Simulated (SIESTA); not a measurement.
Worked example: self-consistent single point of Na3YI6 (Fm-3m, 10 atoms in the cell) in SIESTA.

Method: GGA PBEsol, numerical atomic orbitals SZP, PseudoDojo PBEsol standard norm-conserving potentials (rewritten from UPF to PSML) (SIESTA).

```
Na3YI6
1.0
    0.00000     6.10780     6.10780
    6.10780     0.00000     6.10780
    6.10780     6.10780     0.00000
Na Y I
3 1 6
Direct
  0.75000   0.75000   0.75000
  0.25000   0.25000   0.25000
  0.50000   0.50000   0.50000
  0.00000   0.00000   0.00000
  0.75377   0.24623   0.24623
  0.24623   0.75377   0.75377
  0.24623   0.75377   0.24623
  0.75377   0.24623   0.75377
  0.24623   0.24623   0.75377
  0.75377   0.75377   0.24623
```

Reference input (self-consistent single point, DFT, GGA PBEsol, numerical atomic orbitals DZP, PseudoDojo PBEsol standard norm-conserving potentials (rewritten from UPF to PSML)): XC.functional = GGA; XC.authors = PBEsol; potentials = PseudoDojo PBEsol standard; PAO.BasisSize = DZP; PAO.EnergyShift = 0.01 Ry; MeshCutoff = 350 Ry; kgrid.MonkhorstPack = 3 3 3 shifted by 0.5 0.5 0.5; OccupationFunction = FD; ElectronicTemperature = 10 K; MaxSCFIterations = 150; SCF.Mixer.Method = Broyden; SCF.Mixer.Weight = 0.2. This run's input differs from it in these lines:

```diff
@@ -33,3 +33,3 @@
 XC.authors                   PBEsol
-PAO.BasisSize                DZP
+PAO.BasisSize                SZP
 PAO.EnergyShift              0.01 Ry
```

Output, abridged:

```
        iscf     Eharris(eV)        E_KS(eV)     FreeEng(eV)     dDmax    Ef(eV) dHmax(eV)
   scf:    1    -6961.025922    -6947.805881    -6947.805881  1.785918 -4.565911  5.043738
   scf:    2    -6948.671596    -6948.317754    -6948.317754  0.035691 -2.566178  2.957780
   scf:    3    -6948.559284    -6948.475978    -6948.475978  0.032510 -2.789186  1.732752
   scf:    4    -6948.492424    -6948.499225    -6948.499225  0.009561 -3.044443  0.325192
   scf:    5    -6948.484045    -6948.499496    -6948.499496  0.006074 -3.110579  0.478022
   scf:    6    -6948.508359    -6948.507784    -6948.507784  0.008963 -3.124364  0.071961
   scf:    7    -6948.507963    -6948.507882    -6948.507882  0.000438 -3.124029  0.044508
   scf:    8    -6948.507942    -6948.507914    -6948.507914  0.000233 -3.124282  0.029666
   scf:    9    -6948.507948    -6948.507933    -6948.507933  0.000222 -3.124386  0.015699
   scf:   10    -6948.507941    -6948.507940    -6948.507940  0.000264 -3.124369  0.000931
   scf:   11    -6948.507941    -6948.507940    -6948.507940  0.000048 -3.124503  0.000691
SCF Convergence by DM+H criterion
max |DM_out - DM_in|         :     0.0000477955
max |H_out - H_in|      (eV) :     0.0006908739
SCF cycle converged after 11 iterations

Using DM_out to compute the final energy and forces

siesta: E_KS(eV) =            -6948.5079

siesta: E_KS - E_eggbox =     -6948.5079

siesta: Atomic forces (eV/Ang):
     1    0.000205    0.000205    0.000205
     2   -0.000205   -0.000205   -0.000205
     3    0.000000    0.000000    0.000000
     4    0.000000    0.000000    0.000000
     5   -0.082682    0.000324    0.000324
     6    0.082682   -0.000324   -0.000324
     7    0.000324   -0.082682    0.000324
     8   -0.000324    0.082682   -0.000324
     9    0.000324    0.000324   -0.082682
    10   -0.000324   -0.000324    0.082682
   Tot    0.000000    0.000000    0.000000
   Max    0.082682
   [... lines left out ...]
siesta: FreeEng =     -6948.507940
   [... lines left out ...]
siesta:     0.013480   -0.000036   -0.000036
siesta:    -0.000036    0.013480   -0.000036
siesta:    -0.000036   -0.000036    0.013480

siesta: Cell volume =        455.704536 Ang**3

siesta: Pressure (static):
siesta:                Solid            Molecule  Units
siesta:          -0.00014682         -0.00015910  Ry/Bohr**3
siesta:          -0.01348027         -0.01460791  eV/Ang**3
siesta:         -21.59776732        -23.40444565  kBar
```

The run converged in 11 iterations. Against the reference run the pressure moves little (-2.18 to -2.16 GPa), the largest force goes from 0.138 to 0.083 eV/Å and the gap on the mesh goes from 2.643 to 2.575 eV.

The starting cell comes from a database of computed structures (which also holds hypothetical and non-ambient phases and stackings), without a prior relaxation at this level. Spin-orbit coupling is off. Values carry the incompleteness of an atom-centred basis. The shifted mesh does not hold Γ, so a gap read on it misses any band edge there.

Cost on one core of a shared machine: roughly 40 s.
